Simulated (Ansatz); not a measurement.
# Ca (Fm-3m): band-structure transport figures

Consider the following.

```xyz
1
Lattice="0.0000 2.7264 2.7264 2.7264 0.0000 2.7264 2.7264 2.7264 0.0000" Properties=species:S:1:pos:R:3 pbc="T T T"
Ca     0.0000     0.0000     0.0000
```

Method: PBEsol, rigid bands (plane waves, PAW, scalar-relativistic; Ansatz, a program for electronic structure). How the cell was made: cell and atoms relaxed with PBEsol.

| Quantity | Result |
|---|---|
| density of states at the Fermi level | 1.62 states/(eV·cell), both spins |
| bare Sommerfeld coefficient | 3.8 mJ/(mol of atoms·K²) |
| Drude plasma energy | 4.0 eV |
| root-mean-square Fermi velocity | 4.0e5 m/s |
| resistivity times τ | 30 ×10⁻²² Ω·m·s |

A metal at this level (no band gap); rigid bands, thermally averaged at 300 K, both spins. Spin-orbit coupling is left out. τ is one relaxation time for all states.
